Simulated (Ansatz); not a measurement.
Subject: the energy of the reaction as written. Reaction: 4 C (graphite) + 2 Si (diamond) → cell A. The sign is products less reactants.

Cell A: a sheet of composition Si2C4, 6 atoms, square cell of 4.39 Å (19.3 Å²), symmetry P-42₁m within 0.02 Å, 1.3 Å thick under 16 Å of vacuum, in-plane vectors relaxed; planes from bottom to top: C2 | Si2 | C2; a model cell; spin state with PBE: run without spin, k-point mesh 8×8×1.
```
C2Si
1.0
    4.39347     0.00000     0.00000
    0.00000     4.39347     0.00000
    0.00000     0.00000    17.32000
Si C
2 4
Direct
  0.00000   0.00000   0.50000
  0.50000   0.50000   0.50000
  0.10941   0.60941   0.53855
  0.89059   0.39059   0.53855
  0.60941   0.89059   0.46145
  0.39059   0.10941   0.46145
```

Reference: C (graphite, P6₃/mmc), 4 atoms in the cell, k-point mesh 18×18×6 on the run's own vectors. Conventional cell: a = b = 2.465 Å, c = 6.741 Å, α = β = 90.00°, γ = 120.00°.

Reference: Si (diamond, Fd-3m), 2 atoms in the cell, k-point mesh 10×10×10 on the run's own vectors. Conventional cell: a = b = c = 5.4210 Å, α = β = γ = 90.00°.

Plane-wave PAW calculations with Ansatz (a first-principles code), its PAW set soft_1, cutoff 420 eV, 500 eV for r2SCAN. The structures are at rest with PBE+D3(BJ); other levels are single points on them. HSE06 runs on coarser k-point meshes, mended by the PBE difference between the two meshes. Some cells are metallic or hold partly filled levels, where a hybrid on a coarse mesh is less sure. Neutral cells; Fermi-Dirac smearing of at most 0.05 eV in the solids, energies taken to zero width. The lattices are those relaxed with PBE+D3(BJ), so at other levels the solids can be strained, which adds to the spread. A dispersion term (D3(BJ), or D4 for r2SCAN) was computed beside these levels and is taken off wherever the name lacks it. Space groups of crystals are read within 0.01 Å. No zero-point or thermal terms. Cells are local rest points, mostly with their start's symmetry. Cell A has symmetry P-42₁m within 0.02 Å and got no random move, so less symmetric positions, which may lie lower, weren't tried.

What value does PBE give?

3.61 eV, for 4 C (graphite) + 2 Si (diamond) → cell A.

List the value at the remaining levels and say how far they part.


```tsv
Method	value (eV)	less PBE
PBE+D3(BJ)	4.14	0.53
r2SCAN	3.77	0.16
r2SCAN+D4	4.03	0.42
HSE06	3.83	0.22
```

The levels shown span 0.53 eV, from PBE (3.61) to PBE+D3(BJ) (4.14).
